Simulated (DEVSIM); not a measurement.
illuminated Si p-on-n cell, one wavelength

System: illuminated Si p-on-n cell, one wavelength, at 300 K.

```csv
layer (left to right),material,thickness (μm),Nd (cm⁻³),Na (cm⁻³),τn (s),τp (s),absorption coefficient (cm⁻¹)
1,Si,0.420,-,1.3e19,8.7e-6,1e-6,120
2,Si,130,1.7e16,-,7.9e-5,7.9e-5,120
```

Left contact: ohmic, minority electron recombination velocity 2e6 cm/s. Right contact: ohmic, minority hole recombination velocity 2000 cm/s. Voltage is applied to the left contact. Recombination: SRH at mid-gap, radiative, Auger. Gap narrowing is on: ΔEg = 6.92 meV × (l + √(l² + 0.5)), l = ln(N/1.3e17 cm⁻³), shared equally by both band edges. Light enters at the left, 4.2e17 photons cm⁻² s⁻¹, one pass, no reflection. Mobility is μmin + (μ − μmin)/(1 + (N/Nref)^α).

Constants are typed, rounded textbook-type inputs, not results; the design itself was drawn at random and stands for no fabricated device. Values at 300 K.

| parameter | Si |
|---|---|
| gap (eV) | 1.124 |
| affinity (eV) | 4.05 |
| permittivity | 11.7 |
| Nc (cm⁻³) | 2.86e19 |
| Nv (cm⁻³) | 3.1e19 |
| μn (cm²/Vs) | 1417 |
| μp (cm²/Vs) | 470 |
| μn,min | 52 |
| μp,min | 45 |
| Nref,n | 9.7e16 |
| Nref,p | 2.2e17 |
| αn | 0.68 |
| αp | 0.72 |
| B (cm³/s) | 4.7e-15 |
| Cn (cm⁶/s) | 2.8e-31 |
| Cp (cm⁶/s) | 9.9e-32 |

Simulated with DEVSIM: 1D drift-diffusion, Boltzmann statistics, complete ionisation; no tunnelling, impact ionisation, image-force lowering or self-heating.

```json
{
 "potential_step_across_the_device_at_zero_bias": "0.877 V",
 "largest_field_in_the_device_at_zero_bias": "140000 V/cm",
 "Dark forward voltage at 1 A/cm²": "0.703 V",
 "Dark forward voltage at 100 A/cm²": "0.894 V",
 "short_circuit_current": "38.2 mA/cm²",
 "open_circuit_voltage": "0.615 V",
 "fill_factor": "0.83",
 "largest_power": "19.5 mW/cm²",
 "share_of_generated_pairs_collected_at_short_circuit": "0.718"
}
```

Small-signal capacitance in reverse bias (quasi-static):

```tsv
V (V)	C (nF/cm²)
-0.04	41.4
-0.1	39.9
-0.2	37.8
-0.3	36.0
-0.4	34.4
-0.6	31.8
-0.8	29.7
-1	28.0
-1.3	25.9
-1.6	24.2
-2	22.4
```

Dark reverse current:

```json
[
 {"V (V)": "-0.04", "J (A/cm²)": "-1.8e-11"},
 {"V (V)": "-0.10", "J (A/cm²)": "-3.5e-11"},
 {"V (V)": "-0.20", "J (A/cm²)": "-5.7e-11"},
 {"V (V)": "-0.30", "J (A/cm²)": "-7.6e-11"},
 {"V (V)": "-0.40", "J (A/cm²)": "-9.5e-11"},
 {"V (V)": "-0.60", "J (A/cm²)": "-1.3e-10"},
 {"V (V)": "-0.80", "J (A/cm²)": "-1.6e-10"},
 {"V (V)": "-1.00", "J (A/cm²)": "-1.8e-10"},
 {"V (V)": "-1.30", "J (A/cm²)": "-2.2e-10"},
 {"V (V)": "-1.60", "J (A/cm²)": "-2.6e-10"},
 {"V (V)": "-2.00", "J (A/cm²)": "-3.0e-10"}
]
```
